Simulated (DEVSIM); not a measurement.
System: Ni/Si3N4/SiO2/p-Si capacitor, at 300 K.

| layer (left to right) | material | thickness (nm) | Na (cm⁻³) |
|---|---|---|---|
| 1 | Si3N4 | 25.0 | - |
| 2 | SiO2 | 1.30 | - |
| 3 | Si | 4500 | 1.6e16 |

Metal gate on the left, work function 5.1 eV. Fixed charge at the semiconductor interface -8.4e11 cm⁻² (in units of +e); interface traps 1e10 cm⁻² eV⁻¹, uniform in energy, neutral level at 0.3 of the gap above the valence band.

Constants are typed, rounded textbook-type inputs, not results; the design itself was drawn at random and stands for no fabricated device. Values at 300 K.

| parameter | Si3N4 | SiO2 | Si |
|---|---|---|---|
| gap (eV) | 5.1 | 9 | 1.124 |
| affinity (eV) | 2.1 | 0.9 | 4.05 |
| permittivity | 7.5 | 3.9 | 11.7 |
| Nc (cm⁻³) | - | - | 2.86e19 |
| Nv (cm⁻³) | - | - | 3.1e19 |

Simulated with DEVSIM: 1D Poisson equation in equilibrium, Boltzmann statistics, complete ionisation; no quantum confinement or tunnelling. Metal contacts follow the ideal Schottky-Mott rule: no Fermi-level pinning, no interface dipoles.

**Question.** Give the band bending (positive: bands bend down) and minority sheet density.

**Answer.** 
```json
[
 {"Vg (V)": "-1.1", "ψs (V)": "-0.180", "minority carriers (cm⁻²)": "< 1e8"},
 {"Vg (V)": "-0.8", "ψs (V)": "-0.170", "minority carriers (cm⁻²)": "< 1e8"},
 {"Vg (V)": "-0.5", "ψs (V)": "-0.158", "minority carriers (cm⁻²)": "< 1e8"},
 {"Vg (V)": "-0.2", "ψs (V)": "-0.141", "minority carriers (cm⁻²)": "< 1e8"},
 {"Vg (V)": "0.1", "ψs (V)": "-0.118", "minority carriers (cm⁻²)": "< 1e8"},
 {"Vg (V)": "0.4", "ψs (V)": "-0.078", "minority carriers (cm⁻²)": "< 1e8"},
 {"Vg (V)": "0.7", "ψs (V)": "0.010", "minority carriers (cm⁻²)": "< 1e8"},
 {"Vg (V)": "1", "ψs (V)": "0.196", "minority carriers (cm⁻²)": "< 1e8"},
 {"Vg (V)": "1.3", "ψs (V)": "0.428", "minority carriers (cm⁻²)": "< 1e8"},
 {"Vg (V)": "1.6", "ψs (V)": "0.674", "minority carriers (cm⁻²)": "7.2e8"},
 {"Vg (V)": "1.9", "ψs (V)": "0.826", "minority carriers (cm⁻²)": "1.9e11"},
 {"Vg (V)": "2.2", "ψs (V)": "0.864", "minority carriers (cm⁻²)": "5.7e11"},
 {"Vg (V)": "2.5", "ψs (V)": "0.885", "minority carriers (cm⁻²)": "9.9e11"},
 {"Vg (V)": "2.8", "ψs (V)": "0.899", "minority carriers (cm⁻²)": "1.4e12"},
 {"Vg (V)": "3.1", "ψs (V)": "0.911", "minority carriers (cm⁻²)": "1.9e12"},
 {"Vg (V)": "3.4", "ψs (V)": "0.920", "minority carriers (cm⁻²)": "2.3e12"},
 {"Vg (V)": "3.7", "ψs (V)": "0.928", "minority carriers (cm⁻²)": "2.7e12"}
]
```
